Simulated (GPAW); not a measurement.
Input and output of a self-consistent single point for GaSb (F-43m, 2 atoms in the cell) (GPAW).

Method of the run: PBE, GPAW PAW datasets PBE (gpaw-data 1.0.1) (plane waves; GPAW).

The change in words: lattice scaled by 0.98. Reference geometry:
```
CELL_PARAMETERS angstrom
      0.00000     3.05572     3.05572
      3.05572     0.00000     3.05572
      3.05572     3.05572     0.00000
ATOMIC_POSITIONS crystal
  Ga 0.00000 0.00000 0.00000
  Sb 0.75000 0.75000 0.75000
```

Reference input (self-consistent single point, DFT PBE, plane waves, GPAW PAW datasets PBE (gpaw-data 1.0.1)): mode = pw; ecut = 550 eV; xc = PBE; kpts = 9 9 9; mesh shift (steps) = 0 0 0; occupations.name = methfessel-paxton; occupations.width = 0.1 eV; occupations.order = 0; nbands = -8; convergence.density = 1e-05 e/electron; convergence.energy = 1e-05 eV/electron; symmetry.symmorphic = false. This run's input differs from it in these lines:

```diff
@@ -5,7 +5,7 @@
 atoms = Atoms(['Ga', 'Sb'],
-              cell=[[0.000000, 3.055717, 3.055717],
-                    [3.055717, 0.000000, 3.055717],
-                    [3.055717, 3.055717, 0.000000]],
+              cell=[[0.000000, 2.994603, 2.994603],
+                    [2.994603, 0.000000, 2.994603],
+                    [2.994603, 2.994603, 0.000000]],
               positions=[[0.000000, 0.000000, 0.000000],
-                         [4.583576, 4.583576, 4.583576]],
+                         [4.491905, 4.491905, 4.491905]],
               pbc=True)
```

The program printed (abridged):

```
     iter     time        total  log10-change:
                         energy   eigst   dens
iter:   1 --:--:--    -7.542526
iter:   2 --:--:--    -7.566909   -0.63  -1.27
iter:   3 --:--:--    -7.552557   -2.03  -1.29
iter:   4 --:--:--    -7.555406   -2.82  -2.16
iter:   5 --:--:--    -7.553516   -3.41  -2.11
iter:   6 --:--:--    -7.552306   -3.88  -2.28
iter:   7 --:--:--    -7.552201   -4.88  -2.82
iter:   8 --:--:--    -7.552198c  -5.93  -3.45
iter:   9 --:--:--    -7.552200c  -6.88  -3.73
iter:  10 --:--:--    -7.552197c  -6.60  -3.80
iter:  11 --:--:--    -7.552200c  -6.33  -3.86
iter:  12 --:--:--    -7.552199c  -7.48c -4.19
iter:  13 --:--:--    -7.552199c  -8.33c -4.57
iter:  14 --:--:--    -7.552199c  -9.20c -4.54
iter:  15 --:--:--    -7.552199c  -7.40c -4.55
iter:  16 --:--:--    -7.552199c  -8.85c -4.76
iter:  17 --:--:--    -7.552199c  -8.85c -4.89
iter:  18 --:--:--    -7.552199c  -8.71c -4.85
iter:  19 --:--:--    -7.552199c  -9.30c -5.49c
Converged after 19 iterations.

Dipole moment: (4.669138, 4.669138, 4.669138) |e|*Ang

Energy contributions relative to reference atoms: (reference = -229166.229777)

Kinetic:        +19.520624
Potential:      -16.762286
External:        +0.000000
XC:             -10.500036
Entropy (-ST):   -0.000000
Local:           +0.189500
SIC:             +0.000000
--------------------------
Free energy:     -7.552199
Extrapolated:    -7.552199

Showing only first 2 kpts
 Kpt  Band  Eigenvalues  Occupancy
  0     7      5.55617    1.99996
  0     8      5.55617    1.99996
  0     9      6.12149    0.00009
  0    10      8.35902    0.00000

  1     7      4.92709    2.00000
  1     8      4.92709    2.00000
  1     9      7.42083    0.00000
  1    10      8.13787    0.00000

Fermi level: 5.84475

Gap: 0.565 eV
Transition (v -> c):
  (s=0, k=0, n=8, [0.00, 0.00, 0.00]) -> (s=0, k=0, n=9, [0.00, 0.00, 0.00])
No difference between direct/indirect transitions
Energy (eV): -7.552199

Forces in eV/Ang:
  0 Ga   -0.00000   -0.00000    0.00000
  1 Sb    0.00000   -0.00000   -0.00000

Stress tensor:
    -0.040301    -0.000000     0.000000
    -0.000000    -0.040301     0.000000
     0.000000     0.000000    -0.040301
Stress (GPa, Voigt): [-6.4569 -6.4569 -6.4569  0.      0.     -0.    ]
```

The run converged in 19 iterations. GPAW prints stress with tension positive. Against the reference run the free energy goes up by 46.4 meV/atom and the pressure goes from 2.46 to 6.46 GPa.

The starting cell comes from a database of computed structures (which also holds hypothetical and non-ambient phases and stackings), without a prior relaxation at this level. Its lattice was rescaled by a random factor within 2.5 % of one. For this run, on top of that: lattice scaled by 0.98. Spin-orbit coupling is off. With a pressure of about 6 GPa the cell is away from its equilibrium volume at this level. The log's line on a gap gives a spacing of levels on this mesh, which the program prints for metals too.
